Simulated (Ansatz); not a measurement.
Input:

End structure of S on the 1x1 (111) surface of fcc Cu, one in a 2x1 cell, started at the site 'hollow Cu-Cu-Cu over Cu at depth 4.1 Å':

```yaml
crystal:
  lattice:
    - [5.13360, 0.00000, 0.00000]
    - [-1.28340, 2.22291, 0.00000]
    - [0.00000, 0.00000, 25.50000]
  atoms:
    - { symbol: Cu, position: [0.16667, 0.66667, 0.37817] }
    - { symbol: Cu, position: [0.66667, 0.66667, 0.37817] }
    - { symbol: Cu, position: [0.33333, 0.33333, 0.45940] }
    - { symbol: Cu, position: [0.83333, 0.33333, 0.45940] }
    - { symbol: Cu, position: [0.00011, 0.00011, 0.54215] }
    - { symbol: Cu, position: [0.50026, 0.00026, 0.54005] }
    - { symbol: Cu, position: [0.15487, 0.65487, 0.62495] }
    - { symbol: Cu, position: [0.67015, 0.67015, 0.62143] }
    - { symbol: S, position: [0.36628, 0.36628, 0.69207] }
```

Set-up: 9 atoms, 6.2 Å thick at the start under the adsorbate (thin: gaps and levels are the slab's own); mesh 6x12x1; 0.1 eV smearing; dipole correction on; 4 atoms held, the rest relaxed; held to the start's symmetry, so lower structures may exist; spin-polarised, no spin-orbit, no U, no dispersion correction. The starting moment vanished. At the end it is bonded to 3 Cu. In PBE it is, or lies within 0.03 eV of, the lowest of the starts that converged.

A negative adsorption energy means that the adsorbate is more stable on the surface than in its reference.

Task: What change of the work function does PBE in Ansatz (a quantum-chemistry and plane-wave program) give?

Result: 0.64 eV

Task: Predict the adsorption energy against ⅛ S8(g) from PBE.

Result: -15.0 kcal/mol

Task: What is the computed work function of the top face (PBE)?

Result: 5.41 eV

Task: Give the change of the step from the bottom to the top vacuum level, against the clean slab at the level PBE.

Result: 0.60 eV
